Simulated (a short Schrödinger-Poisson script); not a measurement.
## Gated Al0.3Ga0.7As/GaAs modulation-doped gas

System: gated Al0.3Ga0.7As/GaAs modulation-doped gas, at 20 K.

| layer | material | thickness (nm) | Nd (cm⁻³) | Na (cm⁻³) |
|---|---|---|---|---|
| 1 | Al0.3Ga0.7As | 30 | - | - |
| 2 | Al0.3Ga0.7As | 30 | 2.2e18 | - |
| 3 | Al0.3Ga0.7As | 5 | - | - |
| 4 | GaAs | 6000 | - | 4e14 |

Constants are typed, rounded textbook-type inputs, not results; the design itself was drawn at random and stands for no fabricated device. Al0.3Ga0.7As: permittivity 12.05, conduction-band edge (eV) 0.237, gap (eV) 1.798, electron mass (mₑ) 0.0919, Nv at 300 K (cm⁻³) 9e18. GaAs: permittivity 12.9, conduction-band edge (eV) 0, gap (eV) 1.424, Nv at 300 K (cm⁻³) 9e18.

Channel valleys (confinement mass, in-plane density-of-states mass, number): Γ 0.067, 0.067, 1. At the gate the conduction-band edge of layer 1 lies 0.99 eV − eVg above the Fermi level of the channel; the field vanishes at the back. Donor level 0.05 eV below the band edge. The barrier under the gate holds no holes. Gaps are held at their typed values at every temperature. Mesh 0.08 nm at interfaces.

Solved with a short Schrödinger-Poisson script written for these runs: 1D Poisson equation in equilibrium, electrons quantum, Hartree plus LDA exchange-correlation (BenDaniel-Duke, 40 states a valley, the channel's in-plane mass for all, wave functions free to enter the barrier), parabolic valleys, classical holes, donors ionised by Fermi statistics, acceptors fully, no traps, pinning or gate leakage.

| Vg (V) | electrons (cm⁻²) | in the channel layer | C (μF/cm²) | Γ E0 (meV) | Γ E1 (meV) |
|---|---|---|---|---|---|
| 0.5 | 8.38e11 | 8.13e11 | 0.313 | -29.6 | 2.9 |
| 0.25 | 8.38e11 | 8.13e11 | 0.294 | -29.6 | 2.9 |
| 0 | 8.38e11 | 8.13e11 | 0.278 | -29.6 | 2.9 |
| -0.25 | 8.38e11 | 8.13e11 | 0.265 | -29.6 | 2.9 |
| -0.5 | 8.38e11 | 8.13e11 | 0.254 | -29.6 | 2.9 |
| -0.75 | 8.38e11 | 8.13e11 | 0.243 | -29.6 | 2.9 |
| -1 | 8.38e11 | 8.13e11 | 0.234 | -29.6 | 2.9 |
| -1.25 | 8.38e11 | 8.13e11 | 0.226 | -29.6 | 2.9 |
| -1.5 | 8.37e11 | 8.13e11 | 0.219 | -29.6 | 2.9 |
| -1.75 | 8.37e11 | 8.12e11 | 0.212 | -29.6 | 2.9 |
| -2 | 8.36e11 | 8.12e11 | 0.206 | -29.6 | 2.9 |
| -2.25 | 8.35e11 | 8.10e11 | 0.200 | -29.5 | 2.9 |
| -2.5 | 8.31e11 | 8.07e11 | 0.194 | -29.4 | 3.0 |
| -2.75 | 8.00e11 | 7.78e11 | 0.165 | -28.4 | 3.6 |
| -3 | 5.65e11 | 5.53e11 | 0.152 | -20.2 | 8.6 |
| -3.25 | 3.28e11 | 3.24e11 | 0.151 | -11.7 | 13.4 |
| -3.5 | 9.42e10 | 9.35e10 | 0.148 | -3.1 | 17.3 |

Gate voltages with under 1e6 electrons/cm² are left out.

Subbands count from the Fermi level.
